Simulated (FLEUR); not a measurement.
FLEUR run on MgCu4Sn (F-43m, 6 atoms in the cell): self-consistent single point.

Method: LDA (Perdew-Zunger), all-electron FLAPW (FLEUR), scalar-relativistic valence.

```yaml
crystal:
  lattice:
    - [0.00000, 3.45038, 3.45038]
    - [3.45038, 0.00000, 3.45038]
    - [3.45038, 3.45038, 0.00000]
  atoms:
    - { symbol: Mg, position: [0.75000, 0.75000, 0.75000] }
    - { symbol: Cu, position: [0.87350, 0.37550, 0.37550] }
    - { symbol: Cu, position: [0.37550, 0.37550, 0.87350] }
    - { symbol: Cu, position: [0.37550, 0.87350, 0.37550] }
    - { symbol: Cu, position: [0.37550, 0.37550, 0.37550] }
    - { symbol: Sn, position: [0.00000, 0.00000, 0.00000] }
```

Reference input (self-consistent single point, DFT, PBEsol, all-electron FLAPW (FLEUR), scalar-relativistic valence): Kmax = 3.8 1/bohr; GmaxXC = 11.4 1/bohr; xcFunctional = PBEs; jspins = 1; l_soc = F; mode = hist; fermiSmearingEnergy = 0.00367493 Htr; mesh (inpgen div1-3) = 9 9 9; inpgen gamma flag = false; Gmax = 11.4 1/bohr; numbands = 0; maxIterBroyd = 15. This run's input differs from it in these lines:

```diff
@@ -18,3 +18,3 @@
 &comp jspins=1 /
-&exco xctyp='PBEs' /
+&exco xctyp='pz' /
 &kpt div1=9 div2=9 div3=9 /
@@ -31,3 +31,3 @@
       <coreElectrons ctail="T" frcor="F" kcrel="0" coretail_lmax="0"/>
-      <xcFunctional name="PBEs" relativisticCorrections="F"/>
+      <xcFunctional name="pz" relativisticCorrections="F"/>
       <magnetism jspins="1"/>
```

Log, with long lists cut:

```
 Iteration:     1   Distance:      32.36847162 me/bohr^3
 Iteration:     2   Distance:      22.01609212 me/bohr^3
 Iteration:     3   Distance:       7.46075925 me/bohr^3
 Iteration:     4   Distance:       7.05543080 me/bohr^3
 Iteration:     5   Distance:       2.55303548 me/bohr^3
   [... 12 lines left out ...]
 Iteration:    18   Distance:       0.00003724 me/bohr^3
 Iteration:    19   Distance:       0.00001198 me/bohr^3
 Iteration:    20   Distance:       0.00001195 me/bohr^3
 Iteration:    21   Distance:       0.00000285 me/bohr^3
 Reset of history
 Run finished successfully
 Stop message:
   Structural relaxation: new displacements generated

[file out, last iteration]
             iter=     22
[...]
          total density-effective poten   -2.1022461688E+04
          total charge density-energy d   -4.3591672243E+02
 Updated energy parameters for spin:           1
[...]
 fermi energy and band-weighting factors:

[...]
FERMIE:
          first approx. to ef    (T=0)  :   0.317500 htr   (energy of the highest occ. eigenvalue)
          number of occ. states  (T=0)  :       1874
          first approx. to seigv (T=0)  :  -7.351114 htr
          sum of weights of occ. states :  34.008230
          sum of semicore charge        :   0.000000 e
FERHIS:  Fermi-Energy by histogram:
          bandgap                     :   0.001703 htr
   [... lines left out ...]
          charge neutrality (T=0)     :   0.016461    (zero if the highest occ. eigenvalue is "entirely" occupied)
     EF_NEWTON:  Adjust Fermi-Energy by Newton-Method.
 Direct bandgap for spin            1 :    2.6252465433286909E-002  Htr
 ---->    free energy=                    -12983.2960302737 htr
   [... lines left out ...]
 TOTAL FORCE FOR ATOM TYPE=  1  X= -3.260   Y= -3.260   Z= -3.260
                       FX_TOT= 0.000000 FY_TOT= 0.000000 FZ_TOT= 0.000000
 TOTAL FORCE FOR ATOM TYPE=  2  X=  4.897   Y=  1.624   Z=  1.624
                       FX_TOT=-0.000246 FY_TOT= 0.000246 FZ_TOT= 0.000246
 TOTAL FORCE FOR ATOM TYPE=  3  X=  0.000   Y=  0.000   Z=  0.000
                       FX_TOT= 0.000000 FY_TOT= 0.000000 FZ_TOT= 0.000000
```

The run converged in 21 iterations. FLEUR gives forces in its relaxation mode, with a further iteration, so its stop message speaks of a relaxation. 

The starting cell comes from a database of computed structures (which also holds hypothetical and non-ambient phases and stackings), without a prior relaxation at this level. Its lattice was rescaled by a random factor within 2.5 % of one. Spin polarisation is off. Values depend on the basis (sphere radii, cutoffs, local orbitals), which need not be converged. The log's line on a gap gives a spacing of levels on this mesh, which the program prints for metals too.

Cost on one core of a shared machine: roughly 4 min.
